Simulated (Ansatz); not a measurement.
**PtTe2 under a change: biaxial strain −2.50 %, plane normal [001], relaxed out of plane**

The parent structure is PtTe$_{2}$ (space group P-3m1, No. 164; a = 4.053 Å, c = 5.097 Å; layered; relaxed with 0.1 eV smearing). Axes: x lies along a and z along c of the hexagonal cell.

Now apply this change: biaxial strain −2.50 %, plane normal [001], relaxed out of plane (Cartesian); in-plane vectors clamped, the third vector and the atoms free.

Calculations: Ansatz (an electronic-structure program), PBE-D3(BJ), PAW, cutoff 420 eV, no spin-orbit coupling. Γ-centred 16×16×12 mesh, Fermi–Dirac width 0.1 eV.

| quantity | base | changed | shift |
|---|---|---|---|
| volume per atom | 24.17 Å³ | 23.68 Å³ | -0.49 Å³ |
| space group | P-3m1 (No. 164) | P-3m1 (No. 164) | – |
| shortest interatomic distance | 2.707 Å | 2.685 Å | -0.0212 Å |
| band gap | zero | zero | – |
| out-of-plane strain | – | +3.08 % | – |
| ratio −ε⊥/ε∥ | – | 1.23 | – |
| mean in-plane stress (compression positive) | – | +4.2 GPa | – |

Final structure (turned so that z lies along the plane normal):

```xyz
3
Lattice="3.9513 0.0000 0.0000 1.9757 3.4219 0.0000 0.0000 0.0000 5.2540" Properties=species:S:1:pos:R:3 pbc="T T T"
Te     1.9757     1.1406     1.4167
Te     3.9513     2.2813     3.8373
Pt     0.0000     0.0000     0.0000
```

Whether these cells are dynamically stable was not tested. The final runs are not spin-polarised.
